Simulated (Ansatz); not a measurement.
Results of HSE06-D3(BJ) in Ansatz (plane waves, PAW) for 1T (CdI2-type) MgI2.

Rigid layers of the crystal as relaxed at this level are moved apart or together:

```
run  k mesh  layer repeat (Å)  energy against free layers (meV/Å²)  gap on the mesh (eV)
---  ------  ----------------  -----------------------------------  --------------------
1     6×6×6              6.66                               -21.12                 4.398
2     6×6×6              6.86                               -20.72                 4.542
3     6×6×6              7.26                               -17.87                 4.566
4     6×6×4              7.86                               -12.58                 4.595
5     6×6×4              9.86                                -3.22                 4.620
```

The lowest energy of these points lies at a layer repeat of 6.66 Å.

Spin–orbit coupling is not included.

Ansatz is a first-principles code.
